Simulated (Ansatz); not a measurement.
The reference is GaAs in the zinc blende structure (space group F-43m, No. 216).

```xyz
2
Lattice="0.0000 2.8334 2.8334 2.8334 0.0000 2.8334 2.8334 2.8334 0.0000" Properties=species:S:1:pos:R:3 pbc="T T T"
As     4.2500     4.2500     4.2500
Ga     0.0000     0.0000     0.0000
```

Cartesian axes are those of the cell as printed.

The values are results of DFT with r2SCAN, PAW potentials and a 500 eV plane-wave cutoff in Ansatz (a first-principles code), spin-orbit coupling left out, not measurements.

The change: biaxial strain +0.88 %, plane normal [110], relaxed out of plane (Cartesian); in-plane vectors clamped, the third vector and the atoms free.

### Question
Estimate the effect on the out-of-plane strain.

### Answer
The out-of-plane strain is -0.41 %.

### Question
Estimate the effect on the in-plane stress.

### Answer
The mean in-plane stress (compression positive) is -1.4 GPa.

A biaxial case was relaxed in a doubled cell and then solved in the primitive one. Whether these cells are dynamically stable was not tested.
